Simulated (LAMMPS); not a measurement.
System: a melt made from C (diamond structure), 216 atoms, at 4400 K and 0 GPa, brought to that temperature within a few picoseconds.

Method: classical MD, pair style gw, file SiC.gw, run in LAMMPS.

Problem. Predict the state found, the self-diffusion coefficient of C (not corrected for cell size), the first peak of g(r), the density, the enthalpy per atom.

Solution. state found: liquid; self-diffusion coefficient of C (not corrected for cell size): (3.2 ± 0.3) × 10^-4 cm²/s; first peak of g(r): 1.75 Å, height 2.1; density: 1.836 ± 0.003 g/cm³; enthalpy per atom: -3.937 ± 0.002 eV/atom.

Caution: the potential SiC.gw is made for SiC, not for the elements. Caution: with SiC.gw the 0 K volume of this crystal is 28 % off the measured one. Caution: at ambient pressure real C sublimes or decomposes before or as it melts, so this liquid is the model's.
